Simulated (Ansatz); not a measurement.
The starting structures come from a database of crystals and need not be the phases stable at ambient conditions.

Inside the gap of an insulator the Bloch states are evanescent, with a wavenumber k + iκ along the transport direction.

Input:

```
BN
1.0
    3.97973     0.08522     0.00000
   -1.69483     3.60181     0.00000
    1.14245     1.84351     1.25384
B N
1 1
Cartesian
  3.42710   5.53015   1.25384
  1.90425   3.07280   1.25384
```

The cell was relaxed by PBE-D3(BJ); by r2SCAN it stands under a pressure of -1.3 GPa.

Transport runs along the normal of the first two printed cell vectors.

The gap is the functional's own, uncorrected, and κ follows it; spin-orbit coupling is left out. Mid-gap means the computed energy nearest the middle.

Question: Predict the band gap and the smallest decay constant κ at mid-gap from r2SCAN (Ansatz, an electronic-structure program).

Answer: Gap 4.02 eV on a 24×24×24 mesh; κ = 0.385 1/Å, at (0.500, 0.000) of the in-plane reciprocal vectors. At the zone centre the slowest state has κ = 0.42 1/Å.
